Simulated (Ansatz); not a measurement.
## SnO2: band gap against strain

SnO2 (rutile, P4_2/mnm, 12.176 Å³/atom at rest, c along z) under a strain ε along a (axis x), the other axes held. PBEsol in Ansatz, a plane-wave DFT program (PAW, default set), 420 eV, 7×7×10 Γ-centred mesh, Fermi-Dirac smearing 0.05 eV; ions are relaxed within the symmetry of each cell. Gaps are the smallest over the k-mesh and a band path, without spin-orbit coupling; in all rows the valence edge lies at Γ and the conduction edge at Γ.

Here s stands for strain and Eg for gap.

| strain (%) | gap (eV) |
|---|---|
| 0.00 | 0.919 |
| 0.60 | 0.865 |
| 1.20 | 0.813 |
| 1.80 | 0.764 |
| 3.00 | ? |

Taking a straight line for Eg over the 4 complete rows: Means: s 0.90000, Eg 0.8402. About the means, the sum of products is -0.15510 and the sum of squares of s is 1.8000; the slope is their ratio. Least squares gives Eg = 0.9178 - 0.08617·s. Residuals (row less fit): 0.0012, -0.0011, -0.0014, 0.0013; standard error 0.0018 (degrees of freedom: 2). Over these rows the gap moves by -8.6 ± 0.1 eV per unit strain.

Q: What does the fit predict for Eg at s = 3.00, and how far is the calculated value from it?

A: Eg = 0.9178 - 0.08617 × 3.0 = 0.6593 eV. The calculation gives 0.674 eV, 0.0147 eV above the prediction (6.0 % of the range of Eg in the table). The row lies outside the fitted rows, so this is an extrapolation. From the scatter of the fitted rows alone, a prediction at this place has a standard error of 0.0034 eV, so the miss is 4.3 times that.

One order more, fitted to all 6 runs of the series, follows each within 0.001, so the miss is the next term of a smooth law. Spin-orbit coupling is left out, which can shift this property for SnO2. Rows are the converged runs of the series near zero and its far end; series whose fitted rows scatter by over a few per cent of the range, as at a crossing or softening among them, aren't shown in this form. Most that stay on the fit to the last digits aren't either.
